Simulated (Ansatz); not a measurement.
Consider TiSi₂ (space group Fddd, No. 70; a = 4.779 Å, b = 8.230 Å, c = 8.521 Å). Axes: x, y, z lie along a, b, c of the conventional cell.

All numbers come from r2SCAN/PAW in Ansatz (a first-principles code), no spin-orbit coupling.

Strains are applied to the cell and any free atomic positions relax; under biaxial strain the out-of-plane vector relaxes too; under stress the whole cell relaxes.

One change was made to it. Results:

| quantity | base | after |
|---|---|---|
| energy relative to the base (free energy F) | 0 meV/atom | +3.1 meV/atom |
| shortest interatomic distance | 2.519 Å | 2.505 Å |

Question: Which change produced these results?
A) uniaxial strain ε_zz = +1.07 %
B) biaxial strain −0.52 %, plane normal [001], relaxed out of plane
C) uniaxial stress, 2 GPa tension along x
D) tensor shear ε_xz = +1.26 %

Answer: D, tensor shear ε_xz = +1.26 %. For comparison, the shortest interatomic distance in the other runs: uniaxial stress, 2 GPa tension along x gives 2.521 Å; uniaxial strain ε_zz = +1.07 % gives 2.536 Å; biaxial strain −0.52 %, plane normal [001], relaxed out of plane gives 2.518 Å.

Without a gap, meshes like the base's 13×13×13 leave anisotropic stresses uncertain by several tenths of a GPa, and small strain energies with them. Stability under load was not tested beyond the relaxation. All final runs are without spin polarisation.
